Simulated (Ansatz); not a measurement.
Worked calculations on one periodic cell of amorphous Zr$_{20}$O$_{37}$N$_{2}$: Zr20O37N2, 59 atoms, volume 720.9 Å³, made by a melt-quench on the CHGNet potential and relaxed with DFT. O and N atoms were pushed apart under 1.9 Å during the dynamics, to hinder bonds among them. It is a model cell: composition and starting density were chosen by hand, and all elements were melted together. Cycles of charging were run to anneal it. All values below come from PBE, scalar-relativistic without spin-orbit coupling (plane waves to 420 eV, PAW; Ansatz, a program for electronic structure). Sampling: a 2×2×2 Γ-centred mesh; Fermi-Dirac width 0.02 eV; no spin polarisation. Its volume was relaxed, its shape was held as a cube, and it stands at a mean pressure of -0.9 GPa with stress components up to 2.4 GPa; the relaxation ran on the zone centre alone. Its density went from a set 5.37 to 5.63 g/cm³. The cell is small and was quenched far faster than a real film, so it is one sample of the glass.

### Question
Count formal charges (Zr +4, O -2, N -3). What does the count lead one to expect at the Fermi level, and what does the calculation give?

### Answer
20 × (+4) + 37 × (-2) + 2 × (-3) = 0. The charges balance, so the anion-derived valence states can be full and a gap can open. On this mesh the highest filled and lowest empty level lie 2.97 eV apart, the PBE gap of this cell.

Four energies for an added electron at PBE on the zone centre alone (charged cells in a uniform background, spin-polarised): neutral at the neutral geometry -105533.353 eV; charged at the neutral geometry -105519.854 eV; charged and relaxed -105520.291 eV; neutral at the charged geometry -105532.757 eV.

### Question
Find the two relaxation energies and their sum, the reorganisation energy.

### Answer
On charging: -105519.854 − (-105520.291) = 0.437 eV. On discharging: -105532.757 − (-105533.353) = 0.596 eV. The sum is 1.033 eV. The carrier's level spreads over 7 of the 59 atoms' worth, so it counts as partly localised, most on one Zr atom with neighbours O 2.11 Å, O 2.15 Å, O 2.17 Å, O 2.21 Å, O 2.21 Å, O 2.23 Å, O 2.35 Å (neutral geometry). The values are uncorrected: the image energy of a point charge in this cell, 2.84 × 14.40 / (2 × 9.0) = 2.3 eV before screening, is screened by electrons alone at the fixed geometry and by ions too after relaxing, and the carrier can be spread before it relaxes, so each term can be off by up to that value times 1/ε∞, some tenths of an eV. PBE's self-interaction favours spread-out carriers, so a hybrid can localise more.

Four energies for a hole at PBE on the zone centre alone (charged cells in a uniform background, spin-polarised): neutral at the neutral geometry -105533.353 eV; charged at the neutral geometry -105543.660 eV; charged and relaxed -105544.057 eV; neutral at the charged geometry -105532.617 eV.

### Question
Find the two relaxation energies and their sum, the reorganisation energy.

### Answer
On charging: -105543.660 − (-105544.057) = 0.397 eV. On discharging: -105532.617 − (-105533.353) = 0.736 eV. The sum is 1.133 eV. The carrier's level spreads over 4 of the 59 atoms' worth, so it counts as localised, most on one N atom with neighbours Zr 2.16 Å, Zr 2.17 Å, Zr 2.28 Å, Zr 2.41 Å (neutral geometry). The values are uncorrected: the image energy of a point charge in this cell, 2.84 × 14.40 / (2 × 9.0) = 2.3 eV before screening, is screened by electrons alone at the fixed geometry and by ions too after relaxing, and the carrier can be spread before it relaxes, so each term can be off by up to that value times 1/ε∞, some tenths of an eV. PBE's self-interaction favours spread-out carriers, so a hybrid can localise more.
